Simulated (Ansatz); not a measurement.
Formation enthalpy (eV/atom) of solids drawn from the class of intermetallic compounds, at two levels: PBE in Ansatz (plane waves, PAW), and r²SCAN+rVV10 in Ansatz (PAW).

```
solid                      PBE  r²SCAN+rVV10  shift (eV/atom)
----------------------  ------  ------------  ---------------
fluorite AuAl2          -0.434        -0.457           -0.023
CsCl-type RuAl          -0.639        -0.699           -0.060
fluorite PtAl2          -0.883        -0.928           -0.045
CsCl-type CuZn          -0.091        -0.111           -0.020
L1₀ (CuAu-type) CuAu    -0.052        -0.053           -0.001
L1₂ (Cu3Au-type) Al3Sc  -0.454        -0.496           -0.042
L1₂ (Cu3Au-type) Ni3Fe  -0.089        -0.130           -0.041
L1₀ (CuAu-type) FePt    -0.229        -0.334           -0.105
L1₂ (Cu3Au-type) Ni3Al  -0.429        -0.420           +0.009
L1₂ (Cu3Au-type) Pt3Ti  -0.855        -0.922           -0.067
```

The shifts run from -0.105 eV/atom to +0.009 eV/atom, with a median of -0.041 eV/atom.

Of 10 rows, r²SCAN+rVV10 is the larger in 1 and the smaller in 9.

Run without spin polarisation: fluorite AuAl2 (r²SCAN+rVV10 alone), CsCl-type RuAl (r²SCAN+rVV10 alone), fluorite PtAl2 (r²SCAN+rVV10 alone), CsCl-type CuZn (r²SCAN+rVV10 alone), L1₀ (CuAu-type) CuAu (r²SCAN+rVV10 alone), L1₂ (Cu3Au-type) Al3Sc (r²SCAN+rVV10 alone), L1₂ (Cu3Au-type) Pt3Ti (r²SCAN+rVV10 alone). Meta-GGAs and exact exchange favour moments, which can bear on L1₂ (Cu3Au-type) Ni3Fe, L1₀ (CuAu-type) FePt, L1₂ (Cu3Au-type) Ni3Al.

Density-functional runs with spin start from parallel moments for L1₂ (Cu3Au-type) Ni3Fe, parallel moments for L1₀ (CuAu-type) FePt, parallel moments for L1₂ (Cu3Au-type) Ni3Al.

Spin–orbit coupling is left out, also for the solids with elements from indium on (fluorite AuAl2, fluorite PtAl2, L1₀ (CuAu-type) CuAu, L1₀ (CuAu-type) FePt, L1₂ (Cu3Au-type) Pt3Ti); its size isn't shown.

Formation is from the elements' reference phases, gases as molecules.

The solid named is at each level's own relaxed cell; a reference phase can be a single point on another level's cell. Ansatz's density-functional and Hartree–Fock values are scalar-relativistic unless marked +SOC, with PAW data made under PBE.

Ansatz is a quantum-chemistry and plane-wave program.
